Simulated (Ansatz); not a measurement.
# A computed series for Sn: pressure series

The reference is Sn in the diamond structure (space group Fd-3m, No. 227; a = 6.5684 Å).

Cell and atoms are relaxed at each pressure.

Method: Ansatz (an electronic-structure program) r2SCAN, scalar-relativistic without spin-orbit coupling, earlier PAW set.

Notes on the quantities. enthalpy: H = E + PV relative to the base's energy.

```csv
change,enthalpy,lattice parameter a
base,–,6.568 Å
pressure −2 GPa,-0.45 eV/atom,6.687 Å
pressure −1 GPa,-0.22 eV/atom,___
pressure 3 GPa,+0.64 eV/atom,6.437 Å
pressure 7 GPa,+1.45 eV/atom,6.307 Å
pressure 15 GPa,+2.94 eV/atom,6.122 Å
pressure 30 GPa,+5.47 eV/atom,___
pressure 50 GPa,+8.50 eV/atom,5.698 Å
pressure 75 GPa,+11.94 eV/atom,___
pressure 100 GPa,+15.12 eV/atom,___
```

Problem. What belongs in the blanks?

Solution. 
- pressure −1 GPa, lattice parameter a: 6.623 Å
- pressure 30 GPa, lattice parameter a: 5.896 Å
- pressure 75 GPa, lattice parameter a: 5.526 Å
- pressure 100 GPa, lattice parameter a: 5.396 Å

Load acts through the strain it causes; cell and atoms are relaxed under it. Whether these cells are dynamically stable was not tested. Tetrahedral semiconductors of this kind turn to denser phases somewhere between about 1 and 50 GPa; those were not computed, so compressed cells here can lie past the real transition.
